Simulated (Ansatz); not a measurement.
Zinc-blende BeS was calculated with HSE06-D3(BJ) (Ansatz, a program for electronic structure, PAW).

Settings: plane-wave cutoff 460 eV, 10×10×10 k mesh, Fermi–Dirac smearing 0.01 eV, scalar-relativistic PAW data made under PBE.

Pressure at four volumes; x = ln(V/13.747 Å³). One pressure is withheld.

```csv
V (Å³/atom),x,P (GPa)
13.060,-0.0513,6.37
13.747,0.0000,0.35
14.223,0.0340,-3.07
14.435,0.0488,?
```

Q: Pass a parabola P(x) through the three rows shown, estimate the bulk modulus and its pressure derivative near zero pressure, and predict the withheld pressure.

A: Slopes between the rows: (0.35 − (6.37))/(0.0000 − (-0.0513)) = -117.35 and (-3.07 − (0.35))/(0.0340 − (0.0000)) = -100.59 GPa. Their difference over the span 0.0853 is c = 16.76/0.0853 = 196.5 GPa, so P(x) = 6.37 + (-117.35)(x − (-0.0513)) + 196.5 (x − (-0.0513))(x − (0.0000)). At the middle row B = −dP/dx = −[-117.35 + 196.5 × 0.0513] = 107.3 GPa, and B′ = dB/dP = 2c/B = 3.7. At x = 0.0488 the parabola gives -4.42 GPa; the run gives -4.41 GPa. The Birch–Murnaghan fit to the energies at all volumes has B0 = 105 GPa and B′ = 3.7.

Measured, for comparison: bulk modulus 105 GPa (room temperature, no zero-point or thermal correction; as tabulated in Narayana, Nesamony, Ruoff, Phys. Rev. B 56, no. 22 (1997)). Computed (rounded) less measured: bulk modulus 0.0 %.
